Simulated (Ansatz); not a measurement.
Response to strain in Ir

Take Ir in the fcc (Cu type) structure (space group Fm-3m, No. 225; a = 3.845 Å; relaxed with 0.1 eV smearing) as the base.

Strains are applied to the cell and any free atomic positions relax.

All numbers come from plane-wave PAW DFT at the r2SCAN level (Ansatz, a first-principles code, 500 eV), no spin-orbit coupling.

Notes on the quantities. energy relative to the base: free energy F.

| change | energy relative to the base | volume per atom | pressure |
|---|---|---|---|
| base | 0 meV/atom | 14.21 Å³ | 0.0 GPa |
| isotropic strain +0.50 % | +3.7 meV/atom | 14.43 Å³ | -5.4 GPa |
| isotropic strain +1.00 % | +14 meV/atom | 14.64 Å³ | … |
| isotropic strain +1.50 % | … | 14.86 Å³ | … |
| isotropic strain +2.00 % | +55 meV/atom | 15.08 Å³ | -19.2 GPa |
| isotropic strain +2.50 % | +85 meV/atom | 15.30 Å³ | -23.1 GPa |
| isotropic strain +3.00 % | +120 meV/atom | 15.53 Å³ | … |

Problem. Some entries are withheld; estimate them.

Solution. 
- isotropic strain +1.00 %, pressure: -10.4 GPa
- isotropic strain +1.50 %, energy relative to the base: +32 meV/atom
- isotropic strain +1.50 %, pressure: -15.0 GPa
- isotropic strain +3.00 %, pressure: -26.6 GPa

No phonon test of stability was made. All final runs are without spin polarisation.
